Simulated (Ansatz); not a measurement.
Functionals compared on CH3 on the 1x1 (0001) surface of hcp Ru, one in a 2x2 cell, started at the site 'hollow Ru-Ru-Ru', in Ansatz (plane waves, PAW). The structure was relaxed with PBE; the other rows are single points on it, each with its references at the same level. Cutoff 420 eV (500 eV for r2SCAN).

Slab: 20 atoms, 6.3 Å thick at the start under the adsorbate (thin: gaps and levels are the slab's own); k 6x6x1, smearing 0.1 eV, dipole-corrected; 8 atoms held, the rest relaxed; start symmetry kept, larger cells not searched; no spin, no spin-orbit, no U, no dispersion correction. At the end it is bonded to 3 Ru. In PBE it is, or lies within 0.03 eV of, the lowest of the starts that converged. These notes are the PBE run's. Adsorption energies are against CH4(g) − ½ H2(g). A negative adsorption energy means that the adsorbate is more stable on the surface than in its reference.

```json
[
 {"functional": "PBE", "adsorption energy (eV)": "0.35", "work function of the top face (eV)": "3.73", "change of the work function (eV)": "-1.27", "rough cost of the single point": "–"},
 {"functional": "RPBE", "adsorption energy (eV)": "0.68", "work function of the top face (eV)": "3.62", "change of the work function (eV)": "-1.21", "rough cost of the single point": "very roughly 110 core-seconds"},
 {"functional": "r2SCAN", "adsorption energy (eV)": "[?]", "work function of the top face (eV)": "[?]", "change of the work function (eV)": "[?]", "rough cost of the single point": "roughly 3 core-minutes"}
]
```

Question: Fill in the missing entries.

Answer: 
- r2SCAN, adsorption energy (eV): 0.19
- r2SCAN, work function of the top face (eV): 3.73
- r2SCAN, change of the work function (eV): -1.27

Ansatz is a program for electronic structure.
